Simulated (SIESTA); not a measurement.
Input and output of a self-consistent single point for LaH3 (I4/mmm, 4 atoms in the cell) (SIESTA).

Method of the run: GGA PBEsol, numerical atomic orbitals DZP, PseudoDojo PBEsol standard norm-conserving potentials (rewritten from UPF to PSML) (SIESTA).

The change in words: lattice scaled by 0.98. Reference geometry:
```xyz
4
Lattice="-1.8955 1.8955 3.0858 1.8955 -1.8955 3.0858 1.8955 1.8955 -3.0858" Properties=species:S:1:pos:R:3 pbc="T T T"
La     0.0000     0.0000     0.0000
H      0.0000     1.8955     1.5429
H      1.8955     0.0000     1.5429
H      0.0000     0.0000     3.0858
```

Reference input (self-consistent single point, DFT, GGA PBEsol, numerical atomic orbitals DZP, PseudoDojo PBEsol standard norm-conserving potentials (rewritten from UPF to PSML)): XC.functional = GGA; XC.authors = PBEsol; potentials = PseudoDojo PBEsol standard; PAO.BasisSize = DZP; PAO.EnergyShift = 0.01 Ry; MeshCutoff = 300 Ry; kgrid.MonkhorstPack = 6 6 6; OccupationFunction = FD; ElectronicTemperature = 580.23 K; MaxSCFIterations = 150; SCF.Mixer.Method = Broyden; SCF.Mixer.Weight = 0.25. This run's input differs from it in these lines:

```diff
@@ -12,5 +12,5 @@
 %block LatticeVectors
-    -1.895465000    1.895465000    3.085807000
-     1.895465000   -1.895465000    3.085807000
-     1.895465000    1.895465000   -3.085807000
+    -1.857556000    1.857556000    3.024091000
+     1.857556000   -1.857556000    3.024091000
+     1.857556000    1.857556000   -3.024091000
 %endblock LatticeVectors
```

Output, abridged:

```
        iscf     Eharris(eV)        E_KS(eV)     FreeEng(eV)     dDmax    Ef(eV) dHmax(eV)
   scf:    1     -997.031454    -1002.730850    -1002.730850  1.910031 -5.810099  3.540153
   scf:    2    -1003.849741    -1003.325051    -1003.325093  0.112536 -5.691537  2.002304
   scf:    3    -1003.764718    -1003.616515    -1003.618345  0.167364 -5.628992  0.213673
   scf:    4    -1003.618970    -1003.618183    -1003.619666  0.016141 -5.630841  0.069237
   scf:    5    -1003.618251    -1003.618325    -1003.619891  0.006907 -5.631573  0.035043
   [... 5 lines left out ...]
   scf:   11    -1003.618484    -1003.618484    -1003.619974  0.000040 -5.629648  0.000180
   scf:   12    -1003.618484    -1003.618484    -1003.619974  0.000018 -5.629618  0.000155
   scf:   13    -1003.618484    -1003.618484    -1003.619974  0.000012 -5.629597  0.000111
   scf:   14    -1003.618484    -1003.618484    -1003.619974  0.000009 -5.629582  0.000081
SCF Convergence by DM+H criterion
max |DM_out - DM_in|         :     0.0000089328
max |H_out - H_in|      (eV) :     0.0000807662
SCF cycle converged after 14 iterations

Using DM_out to compute the final energy and forces

siesta: E_KS(eV) =            -1003.6185

siesta: E_KS - E_eggbox =     -1003.6185

siesta: Atomic forces (eV/Ang):
     1   -0.000000   -0.000000   -0.000000
     2    0.000350   -0.000350    0.000000
     3   -0.000350    0.000350   -0.000000
     4    0.000000    0.000000    0.000000
   Tot   -0.000000   -0.000000   -0.000000
   Max    0.000350
   Res    0.000202    sqrt( Sum f_i^2 / 3N )
   Max    0.000350    constrained

Stress tensor Voigt[x,y,z,yz,xz,xy] (kbar):      -32.08      -32.08      -22.51        0.02        0.02        0.03
(Free)E + p*V (eV/cell)    -1002.8674
   [... lines left out ...]
siesta: FreeEng =     -1003.619974
siesta: Cell volume =         41.738677 Ang**3
siesta:          28.88975620         28.90640334  kBar
   [... lines left out ...]
   2  1.295   0.935   0.264   0.030   0.036   0.030
   3  1.295   0.935   0.264   0.030   0.036   0.030
   4  1.364   1.432  -0.129   0.021   0.018   0.021

mulliken: Qtot =       14.000

Mulliken Atomic Populations:
Atom #   charge [q] valence [e]  Species
     1     0.952724   10.047276  La
     2    -0.294569    1.294569  H
     3    -0.294569    1.294569  H
     4    -0.363586    1.363586  H
 Total     0.000000
```

The run converged in 14 iterations. Against the reference run the free energy is nearly the same (within 1 meV/atom) and the pressure goes from -2.19 to 2.89 GPa.

The starting cell comes from a database of computed structures (which also holds hypothetical and non-ambient phases and stackings), without a prior relaxation at this level. Its lattice was rescaled by a random factor within 2.5 % of one. For this run, on top of that: lattice scaled by 0.98. Values carry the incompleteness of an atom-centred basis.
